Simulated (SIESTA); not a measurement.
## A short convergence ladder for TaTi (Cmm2, 2 atoms in the cell)

```
CELL_PARAMETERS angstrom
      1.62471    -2.28601     0.00000
      1.62471     2.28601     0.00000
      0.00000     0.00000     4.66071
ATOMIC_POSITIONS crystal
  Ti 0.50000 0.50000 0.51073
  Ta 0.00000 0.00000 0.00000
```

Base method: LDA PW92, numerical atomic orbitals DZP, PseudoDojo LDA standard norm-conserving potentials (rewritten from UPF to PSML) in SIESTA.

Base settings: XC.functional = LDA; XC.authors = PW92; potentials = PseudoDojo LDA standard; PAO.BasisSize = DZP; PAO.EnergyShift = 0.01 Ry; MeshCutoff = 350 Ry; kgrid.MonkhorstPack = 4 4 3; OccupationFunction = FD; ElectronicTemperature = 0.1 eV; MaxSCFIterations = 150.

**The setting basis size**

Level: DFT, LDA PW92, numerical atomic orbitals TZDP, PseudoDojo LDA standard norm-conserving potentials (rewritten from UPF to PSML).

Moved along: PAO.BasisSize.

The second cell is the first with its lattice scaled by 0.98.

The mesh stays at the base's, so the ladder's end is converged at best in this setting alone.

The sets are ordered by size and need not be nested.

Only quantities that move along the ladder and can be compared are tabulated.

```csv
basis (functions),energy of the compressed cell less the first (meV/atom),pressure (GPa),largest difference of a force vector from the last step's (eV/Å)
SZ (20),-186.39,-33.32,0.186
SZP (26),-19.56,-8.33,0.012
DZ (32),-74.85,-17.41,0.011
DZP (38),-29.00,-9.39,0.001
TZP (50),-29.43,-9.51,0.008
TZDP (56),-25.12,-9.10,0.000
```

Coarsest basis (functions) that holds the pressure within 1 GPa of the last step, with all finer ones: DZP (38); the step before is off by 8.3 GPa.

Coarsest basis (functions) that holds the forces within 0.02 eV/Å of the last step, with all finer ones: SZP (26); the step before is off by 0.19 eV/Å.

Coarsest basis (functions) that holds the energy of the compressed cell less the first within 2 meV/atom: not settled: the last two steps still differ by 4.3 meV/atom, over half the tolerance, so the ladder does not show it.

On the base run: the starting cell comes from a database of computed structures (which also holds hypothetical and non-ambient phases and stackings), without a prior relaxation at this level. Its lattice was rescaled by up to half a per cent. One atom was moved a little off its site on purpose. Spin polarisation is off. Values carry the incompleteness of an atom-centred basis. In the base run, with a pressure of about -9 GPa the cell is away from its equilibrium volume at this level. Without a gap this mesh is coarse (it stands for a supercell whose shortest vector is 11 Å).
